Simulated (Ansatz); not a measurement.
Abridged Ansatz (an electronic-structure program) output:

```
Pseudopotential: Rh, paw, valence charge 17
Crystal: 1 atoms, lattice volume = 12.980 Å³
Basis set: ecut = 500 eV, 331 PW (Γ), exchange–correlation on 80×80×80 points (64 copies of the dense FFT grid, shifted against one another)
Bands: 13, of which v1, the nominal top of the filled ones, is band 9 counted from 1 (8 counted from 0)
Symmetry: 48 space group operations
k-points: 680 of 24389
Functional: x = r2scan, c = r2scan; τ floored in thin density (d = 2e-4 eV/Å³)
SCF iter   1: F=—  HF=-6415.605337 eV  |F-HF|=—  |Δ(HF+E_count)|=         —  Δρ=1.01e-1  dr2=1.18e0  dr2_τ=2.32e-2  ethr=3.10e-3  ⟨swp⟩=5.2  Hψ=48233  notcnv=0
SCF iter   2: F=—  HF=-6415.293813 eV  |F-HF|=—  |Δ(HF+E_count)|=   3.12e-1  Δρ=3.27e-2  dr2=6.20e-2  dr2_τ=4.93e-2  ethr=3.10e-3  ⟨swp⟩=2.5  Hψ=22392  notcnv=0
SCF 1 converged in 8 iterations: F = -6415.297559 eV  dr2 = 3.79e-11
SCF converged after 8 iterations
Free energy (F): -6415.297559 eV
Internal energy: -6415.259242 eV  (E = F + TS)
E sigma→0 (E₀):  -6415.278400 eV
Entropy (-TS):   -0.038317 eV (-38.317 meV/atom)
Fermi energy:    23.923304 eV
--- Forces (eV/Å), atoms counted from 1 ---
  atom   1  Rh     0.00000000     0.00000000    -0.00000000
--- Stress (GPa, compression-positive) ---
       18.341097       0.000000      -0.000000
        0.000000      18.341097      -0.000000
       -0.000000      -0.000000      18.341097
  P = ⅓ Tr σ = 18.3411 GPa (183.411 kbar)
```

Task: What was computed, and what are the main results?

Result: Rh, 1 atom in the cell, with r2SCAN (Ansatz), no SOC, earlier PAW set. The last SCF converged to F = -6415.297559 eV, or -6415.2976 eV per atom, at a pressure of 18.34 GPa. The total energy compares only with runs of the same code, potentials and settings.

Single points use the geometry relaxed with PBE. The cells carry an imposed strain or load. No phonon test of stability was made. The final runs are not spin-polarised. The cell was made from Rh in the fcc (Cu type) structure (space group Fm-3m, No. 225) by this change: isotropic strain −2.65 %.
